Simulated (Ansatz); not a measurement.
AlP (model structure, P6₂22, No. 180, 6 atoms in the cell) was calculated with PBEsol (plane waves, PAW; Ansatz, a quantum-chemistry and plane-wave program).

Input file:

Ansatz 0.2 input:
```yaml
crystal:
  lattice:
    - [3.7956147427, 0.0, 0.0]
    - [-1.8978073713, 3.2870987901, 0.0]
    - [0.0, 0.0, 8.5747712082]
  atoms:
    - { symbol: Al, position: [0.4999867338, 0.0, 0.6666666667] }
    - { symbol: Al, position: [0.0, 0.4999867338, 0.3333333333] }
    - { symbol: Al, position: [0.5000132662, 0.5000132662, 0.0] }
    - { symbol: P, position: [0.4999811432, 0.0, 0.1666666667] }
    - { symbol: P, position: [0.0, 0.4999811432, 0.8333333333] }
    - { symbol: P, position: [0.5000188568, 0.5000188568, 0.5] }
basis:
  ecutwfc: 520
  ecutrho_ratio: 4
  xc_grid: 2
kpoints:
  mp_grid: { grid: [18, 18, 8] }
hamiltonian:
  xc: pbesol
  dispersion: none
  pseudopotentials: { kind: paw }
scf:
  occupations: { method: fermi_dirac, width: 0.05 }
output:
  forces: true
  stress: true
  eigenvalues: true
relax:
  f_tol: 0.004
  escape_saddle: false
  max_steps: 80
  cell: { stress_tol: 0.02, fix: [volume] }
```

Excerpt of the program's output:

```
Relaxation: its limit of steps is 80 (relax.max_steps)
Crystal: 6 atoms, lattice volume = 106.984 Å³
Basis set: ecut = 520 eV, 2869 PW (Γ), exchange–correlation on 60×60×128 points (8 copies of the dense FFT grid, shifted against one another)
Bands: 18, of which v1, the nominal top of the filled ones, is band 12 counted from 1 (11 counted from 0)
Symmetry: 6 space group operations
Space group: P3221 (ITA 154), of the structure as read, at distance tolerance 4.7e-5 Å
k-points: 266 of 2592 (time reversal used)
Functional: x = pbesol(κ = 0.804, μ = 0.12345679012345678), c = pbesol(β = 0.046)
SCF iter   1: F=—  HF=-3796.176650 eV  |F-HF|=—  |Δ(HF+E_count)|=         —  Δρ=3.41e-3  dr2=1.97e-2
SCF iter   2: F=—  HF=-3796.172953 eV  |F-HF|=—  |Δ(HF+E_count)|=   3.70e-3  Δρ=1.49e-3  dr2=3.19e-3
  ...
SCF 1 converged in 6 iterations: F = -3796.172369 eV  dr2 = 1.30e-9
Crystal: 6 atoms, lattice volume = 106.984 Å³
Basis set: ecut = 520 eV, 2857 PW (Γ), exchange–correlation on 60×60×128 points (8 copies of the dense FFT grid, shifted against one another)
Initial density: handed on by an earlier stage of this run
SCF 2 converged in 4 iterations: F = -3796.172456 eV  dr2 = 3.69e-9
Crystal: 6 atoms, lattice volume = 106.984 Å³
SCF 3 converged in 3 iterations: F = -3796.172491 eV  dr2 = 1.25e-8
Crystal: 6 atoms, lattice volume = 106.984 Å³
SCF iter   4: F=—  HF=-3796.172491 eV  |F-HF|=—  |Δ(HF+E_count)|=  6.05e-11  Δρ=2.66e-7  dr2=5.09e-11
SCF iter   5: F=-3796.172491 eV  HF=-3796.172491 eV  |F-HF|=1.36e-12  |Δ(HF+E_count)|=  1.00e-11  Δρ=9.41e-8  dr2=6.21e-12
SCF 4 converged in 5 iterations: F = -3796.172491 eV  dr2 = 6.21e-12
SCF converged after 5 iterations
Free energy (F): -3796.172491 eV
Internal energy: -3796.172488 eV  (E = F + TS)
E sigma→0 (E₀):  -3796.172490 eV
Fermi energy:    7.417999 eV
--- Stress (GPa, compression-positive) ---
        2.021004       0.000000      -0.000000
        0.000000       2.021004       0.000000
       -0.000000       0.000000       2.021380
  P = ⅓ Tr σ = 2.0211 GPa (20.211 kbar)
```

The cell is one volume of an energy–volume scan, off the minimum.

The PAW data were made under PBE.

Note: the relaxation could raise the start's symmetry but not lower it, so the cell can be a saddle point.

The result took roughly 2.7 core-minutes.

A model structure was made by putting elements into a prototype or built by hand; it is no filed structure, need not be a known phase, and can be a saddle point held by its symmetry.
